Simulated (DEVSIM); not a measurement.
System: Au/Al2O3/n-Ge capacitor, at 300 K.

| layer (left to right) | material | thickness (nm) | Nd (cm⁻³) |
|---|---|---|---|
| 1 | Al2O3 | 7.50 | - |
| 2 | Ge | 13000 | 2.1e15 |

Metal gate on the left, work function 5.1 eV. Fixed charge at the semiconductor interface -6.9e11 cm⁻² (in units of +e); no interface traps.

The device is made up for the run: typed textbook-type constants, with dimensions and the other settings drawn at random. Values at 300 K.

```
parameter      Al2O3       Ge
-------------  -----  -------
gap (eV)         6.8    0.664
affinity (eV)   1.35        4
permittivity       9       16
Nc (cm⁻³)          -  1.04e19
Nv (cm⁻³)          -     6e18
```

Simulated with DEVSIM: 1D Poisson equation in equilibrium, Boltzmann statistics, complete ionisation; no quantum confinement or tunnelling. Metal contacts follow the ideal Schottky-Mott rule: no Fermi-level pinning, no interface dipoles.

Problem. Tabulate band edges, carrier densities and field at 0.7 V on the gate.

Solution. Energies count from the Fermi level of the right contact; mesh points crowd at the junctions.

| x (μm) | Ec (eV) | Ev (eV) | n (cm⁻³) | p (cm⁻³) | field (V/cm) |
|---|---|---|---|---|---|
| 0.000 | 3.050 | -3.750 | < 1e2 | < 1e2 | 120000 |
| 0.001484 | 3.067 | -3.733 | < 1e2 | < 1e2 | 120000 |
| 0.003997 | 3.097 | -3.703 | < 1e2 | < 1e2 | 120000 |
| 0.006420 | 3.125 | -3.675 | < 1e2 | < 1e2 | 120000 |
| 0.008142 | 0.487 | -0.177 | 6.9e10 | 6.3e15 | -12000 |
| 0.01084 | 0.483 | -0.181 | 7.9e10 | 5.6e15 | -12000 |
| 0.01758 | 0.476 | -0.188 | 1.1e11 | 4.1e15 | -12000 |
| 0.04316 | 0.448 | -0.216 | 3.1e11 | 1.4e15 | -10000 |
| 0.09828 | 0.397 | -0.267 | 2.3e12 | 1.9e14 | -8500 |
| 0.2283 | 0.306 | -0.358 | 7.4e13 | 5.9e12 | -5400 |
| 0.5606 | 0.226 | -0.438 | 1.7e15 | 2.6e11 | -550 |
| 1.821 | 0.220 | -0.444 | 2.1e15 | 2.1e11 | ≈ 0 |
| 4.539 | 0.220 | -0.444 | 2.1e15 | 2.1e11 | ≈ 0 |
| 9.229 | 0.220 | -0.444 | 2.1e15 | 2.1e11 | ≈ 0 |
| 11.86 | 0.220 | -0.444 | 2.1e15 | 2.1e11 | ≈ 0 |
| 12.55 | 0.220 | -0.444 | 2.1e15 | 2.1e11 | ≈ 0 |
| 12.82 | 0.220 | -0.444 | 2.1e15 | 2.1e11 | ≈ 0 |
| 12.93 | 0.220 | -0.444 | 2.1e15 | 2.1e11 | ≈ 0 |
| 12.98 | 0.220 | -0.444 | 2.1e15 | 2.1e11 | ≈ 0 |
| 13.00 | 0.220 | -0.444 | 2.1e15 | 2.1e11 | ≈ 0 |
| 13.01 | 0.220 | -0.444 | 2.1e15 | 2.1e11 | ≈ 0 |
| 13.01 | 0.220 | -0.444 | 2.1e15 | 2.1e11 | ≈ 0 |
